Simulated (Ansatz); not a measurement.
Calculation: PBE (plane waves to 420 eV, PAW; Ansatz, an electronic-structure program).

Planar average of the electrostatic potential across the slab, in eV from the Fermi level, for Si on the 1x1 (110) surface of bcc Mo, one in a 1x1 cell, started at the site 'bridge Mo-Mo (span 3.2 Å)':

| z (Å) | V (eV) |
|---|---|
| 5.49 | 4.54 |
| 5.78 | 4.54 |
| 6.07 | 4.53 |
| 6.36 | 4.52 |
| 6.64 | 4.50 |
| 6.93 | 4.46 |
| 7.22 | 4.38 |
| 7.51 | 4.21 |
| 7.80 | 3.89 |
| 8.09 | 3.25 |
| 8.38 | 2.02 |
| 8.67 | -0.42 |
| 8.96 | -5.93 |
| 9.24 | -14.58 |
| 9.53 | -21.59 |
| 9.82 | -22.84 |
| 10.11 | -17.67 |
| 10.40 | -9.25 |
| 10.69 | -3.51 |
| 10.98 | -4.33 |
| 11.27 | -11.29 |
| 11.56 | -19.60 |
| 11.84 | -23.59 |
| 12.13 | -20.84 |
| 12.42 | -12.94 |
| 12.71 | -4.97 |
| 13.00 | -2.13 |
| 13.29 | -5.25 |
| 13.58 | -13.32 |
| 13.87 | -21.02 |
| 14.16 | -23.42 |
| 14.44 | -19.11 |
| 14.73 | -10.63 |
| 15.02 | -3.60 |
| 15.31 | -2.28 |
| 15.60 | -7.00 |
| 15.89 | -15.63 |
| 16.18 | -22.26 |
| 16.47 | -22.86 |
| 16.76 | -17.14 |
| 17.04 | -8.56 |
| 17.33 | -3.00 |
| 17.62 | -3.14 |
| 17.91 | -8.23 |
| 18.20 | -13.79 |
| 18.49 | -15.32 |
| 18.78 | -11.63 |
| 19.07 | -4.83 |
| 19.36 | 0.42 |
| 19.64 | 2.97 |
| 19.93 | 4.21 |
| 20.22 | 4.77 |
| 20.51 | 5.03 |
| 20.80 | 5.14 |
| 21.09 | 5.19 |
| 21.38 | 5.22 |
| 21.67 | 5.23 |
| 21.96 | 5.23 |
| 22.24 | 5.23 |
| 22.53 | 5.23 |
| 22.82 | 5.23 |

Slab: 5 atoms, 6.5 Å thick at the start under the adsorbate (thin: gaps and levels are the slab's own); k 12x12x1, smearing 0.1 eV, dipole-corrected; 2 atoms held, the rest relaxed; held to the start's symmetry, so lower structures may exist; no spin, no spin-orbit, no U, no dispersion correction. At the end it is bonded to 4 Mo. In PBE it is, or lies within 0.03 eV of, the lowest of the starts that converged.

### Question
The surface cell has an area of 7.06 Å². What dipole along the normal does the step between the two vacuum levels imply?

### Answer
the top vacuum level lies 0.69 eV above the bottom one; p = −ε₀ A ΔV (ε₀ = 0.005526 e/(V·Å)) gives -0.03 e·Å a cell.
